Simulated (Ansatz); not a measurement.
Consider GaN in the CsCl type structure (space group Pm-3m, No. 221; a = 2.743 Å; a hypothetical phase, not in the database extracts checked; relaxed with 0.1 eV smearing). Axes: x, y, z lie along the cube axes.

Calculations: Ansatz (a quantum-chemistry and plane-wave program), PBE, PAW, cutoff 420 eV, no spin-orbit coupling.

A first run, uniaxial strain ε_yy = −1.49 %, gives secant values C11 ≈ 270 GPa and C12 ≈ 99 GPa from its stress. A second run applies biaxial strain +2.25 %, plane normal [001], relaxed out of plane.

### Question
What does linear elasticity predict for −ε⊥/ε∥ in the second run, and what does the run give?

### Answer
Linear elasticity: 2 C12/C11 = 0.73. The run gives 0.71; any difference comes from nonlinear terms at these strains and numerical noise.

Stability against distortions was not tested. All final runs are without spin polarisation.
